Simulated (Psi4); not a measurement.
Psi4 1.11, PBE0/def2-svp, scf_type pk: Ta(Br)(OH)4 ([OH][Ta]([OH])([OH])([OH])[Br]), 10 atoms. The geometry is a generated start, not checked to be a minimum at this level.

| Quantity | Value |
|---|---|
| task | energy |
| method | pbe0 |
| basis | def2-svp |
| memory | 7 GB |
| e_convergence | 1e-08 |
| d_convergence | 1e-07 |
| guess | auto, which took SAD (default) |
| diis_max_vecs | 10 (default) |
| scf_initial_accelerator | adiis (default) |
| dft_radial_points | 75 (default) |
| dft_spherical_points | 302 (default) |
| effective core potentials | those of the basis set, past Kr |
| basis functions | 140 |
| grid points | 215675 |

```xyz
10

Ta     0.0392    -0.0950    -0.0245
Br     1.9854    -1.4056    -0.6212
O      0.2011     0.1797     1.7989
H      0.2379     0.7015     2.5997
O     -0.8881     0.1335    -1.6028
H     -1.3692     0.5685    -2.3031
O     -0.9354    -1.5931     0.3194
H     -1.5125    -2.3147     0.5692
O      0.9120     1.4854    -0.3200
H      1.3296     2.3399    -0.4156
```
Charge 0, spin multiplicity 1.

The reference run uses exact four-centre integrals (scf_type = pk). Single runs; times are not shown.

Settings tried, all else as in the reference:
- scf_type = direct, screening = csam (default), ints_tolerance = 1e-05
- scf_type = direct, screening = density, ints_tolerance = 1e-07
- scf_type = direct, screening = density, ints_tolerance = 1e-09
- scf_type = direct, screening = csam (default), ints_tolerance = 1e-07

Sort the settings: which keep to the reference within 1.0 meV/atom in energy, and which don't?

Within it: scf_type = direct, screening = density, ints_tolerance = 1e-09; scf_type = direct, screening = csam (default), ints_tolerance = 1e-07; scf_type = direct, screening = density, ints_tolerance = 1e-07. Outside: scf_type = direct, screening = csam (default), ints_tolerance = 1e-05.

```csv
setting,energy against the reference
"scf_type = direct, screening = density, ints_tolerance = 1e-09",under 0.001 meV/atom
"scf_type = direct, screening = csam (default), ints_tolerance = 1e-07",+0.0013 meV/atom
"scf_type = direct, screening = density, ints_tolerance = 1e-07",−0.0044 meV/atom
"scf_type = direct, screening = csam (default), ints_tolerance = 1e-05",+1.6 meV/atom
```

Total energies are compared; such shifts often cancel in part in energy differences. No test of the SCF solution's stability was run. Also tried and not ranked: scf_type = direct, screening = csam (default), ints_tolerance = 1e-09 (same energy as a listed run); scf_type = direct, screening = density, ints_tolerance = 1e-05 (ended without SCF convergence in 100 iterations). The tolerance is a choice made for this comparison.
